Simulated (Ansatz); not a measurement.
A zone-centre phonon calculation of SnPt (P1, 4 atoms in the cell) with Ansatz (a first-principles code).

Method of the run: LDA (PW92), PAW files made with PBE (plane waves; Ansatz).

```
CELL_PARAMETERS angstrom
      4.14407     0.00000     0.00000
     -2.07204     3.58887     0.00000
      0.00000     0.00000     5.47558
ATOMIC_POSITIONS crystal
  Sn 0.65688 0.32776 0.74414
  Sn 0.33283 0.67882 0.25132
  Pt 0.99530 0.98717 0.49710
  Pt 0.01498 0.00625 0.00744
```

Reference input (self-consistent single point, DFT, LDA (PW92), plane waves, PAW files made with PBE): kpoints.mp_grid.grid = 5 5 4; hamiltonian.xc = lda; hamiltonian.pseudopotentials = {kind: paw} (the program's default PAW files); scf.occupations.method = fermi_dirac; scf.occupations.width = 0.1 eV. This run's input differs from it in these lines:

```diff
@@ -18,6 +18,4 @@
   occupations: { method: fermi_dirac, width: 0.1 }
-output:
-  forces: true
-  eigenvalues: true
-  stress: true
+phonons:
+  method: dfpt
```

Log, with long lists cut:

```
SCF iter   1: F=—  HF=-36255.953231 eV  |F-HF|=—  |Δ(HF+E_count)|=         —  Δρ=9.01e-2  dr2=8.54e0  ethr=3.10e-3  ⟨swp⟩=6.8  Hψ=8026  notcnv=0  defer=7
all-band conjugate gradients solve this SCF's bands
preconditioner: auto → Kerker (q_TF=auto, 2.621 Å⁻¹)
SCF iter   2: F=—  HF=-36254.474799 eV  |F-HF|=—  |Δ(HF+E_count)|=    1.48e0  Δρ=4.26e-2  dr2=1.96e0  ethr=3.10e-3  ⟨swp⟩=2.0  Hψ=3241  notcnv=0  defer=40
   [... lines left out ...]
SCF iter   9: F=—  HF=-36254.062345 eV  |F-HF|=—  |Δ(HF+E_count)|=   2.28e-8  Δρ=2.79e-6  dr2=6.07e-9  ethr=2.46e-10  ⟨swp⟩=2.1  Hψ=2475  notcnv=0  defer=37
SCF iter  10: F=—  HF=-36254.062345 eV  |F-HF|=—  |Δ(HF+E_count)|=  3.13e-10  Δρ=5.90e-7  dr2=2.52e-10  ethr=9.48e-12  ⟨swp⟩=2.2  Hψ=2777  notcnv=0  defer=37
SCF iter  11: F=—  HF=-36254.062345 eV  |F-HF|=—  |Δ(HF+E_count)|=  3.64e-11  Δρ=1.67e-7  dr2=2.13e-11  ethr=1.00e-12  ⟨swp⟩=2.3  Hψ=3199  notcnv=0  defer=37
SCF iter  12: F=-36254.062345 eV  HF=-36254.062345 eV  |F-HF|=7.28e-12  |Δ(HF+E_count)|=  7.28e-12  Δρ=5.44e-8  dr2=2.35e-12  ethr=1.00e-12  ⟨swp⟩=10.2  Hψ=9061  notcnv=0
SCF 1 converged in 12 iterations: F = -36254.062345 eV  dr2 = 2.35e-12
DFPT response loops at Γ: preconditioner auto → Kerker (q_TF=auto, 2.621 Å⁻¹) (partly filled bands, converged f_vac=0.013) …
phonon interpolation: 2 periodic images of 2 blocks of the force constants (a block to an ordered pair of atoms and a translation) lie up to 6.83e-3 Å farther …
Free energy (F): -36254.062345 eV
Internal energy: -36254.021041 eV  (E = F + TS)
E sigma→0 (E₀):  -36254.041693 eV
Entropy (-TS):   -0.041304 eV (-10.326 meV/atom)
Fermi energy:    15.601432 eV
   [... lines left out ...]
  ASR residual: 4.410e-4 → 0.000e0 eV/Å²; symmetrization residual: 1.439e-5 eV/Å²
  ASR residual per site (eV/Å²): 4.04e-5 2.05e-5 4.41e-4 4.32e-4
  Γ frequencies (cm⁻¹): 0.00 0.00 0.00 62.94 74.43 110.95 126.62 131.56 140.82 153.91 166.92 181.19
  non-analytic LO–TO correction: not included (Born effective charges unavailable; polar crystals: no LO–TO splitting at Γ)
```

The run converged in 12 iterations. 

Summary of the result:
| Item | Value |
|---|---|
| Free energy E − TS (on the zero of these files) | -36254.0623 eV |
| Fermi level (on the code's own zero) | 15.60 eV |
| Zone-centre frequencies (cm⁻¹; negative means imaginary) | 0, 0, 0, 63, 74, 111, 127, 132, 141, 154, 167, 181 |

The starting cell comes from a database of computed structures (which also holds hypothetical and non-ambient phases and stackings), without a prior relaxation at this level. Its atoms were displaced at random from the sites of space group no. 194. Spin polarisation is off.

Cost on one core of a shared machine: roughly 3 min.

Keys are those of Ansatz 0.2.
